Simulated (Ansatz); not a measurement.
# CdS: 7 layers

The parent structure is CdS in the zinc blende structure (space group F-43m, No. 216; a = 5.879 Å). Axes: x, y, z lie along the cube axes.

Now apply this change: a free-standing slab of 7 layers (14 atoms, 2 a layer) is cut normal to [110], with 15 Å of vacuum and the in-plane cell held at bulk.

The values are results of Kohn–Sham DFT with the r2SCAN functional, run in Ansatz (a first-principles code) with PAW and 500 eV plane waves, no spin-orbit coupling, earlier PAW set, not measurements. Γ-centred 8×6×1 mesh, Fermi–Dirac width 0.05 eV, for the changed cell.

The layer's space group (with vacuum) comes out as Pmm2 (No. 25) and the shortest interatomic distance falls by 0.084 Å to 2.462 Å. The band gap grows by 0.32 eV, from 1.54 eV to 1.86 eV and the gap character comes out as direct at Γ. The valence-band top at Γ (three highest levels, from the VBM) goes from 0.00, 0.00, 0.00 eV to 0.00, -0.05, -0.13 eV and the excess energy per area of both faces (slab less bulk energy over the cell's area: twice a surface energy) comes out as 0.93 J/m². The thickness between the outermost nuclei is 12.76 Å and the change of the spacing d23 from its bulk value of 2.079 Å is +1.9 %.

Cost of the whole job for the changed cell (relaxation, final SCF and bands): roughly 50 core-minutes.

The excess energy carries the mismatch between the slab's and the bulk's meshes. Whether these cells are dynamically stable was not tested. k-point labels follow each cell's own Brillouin zone.
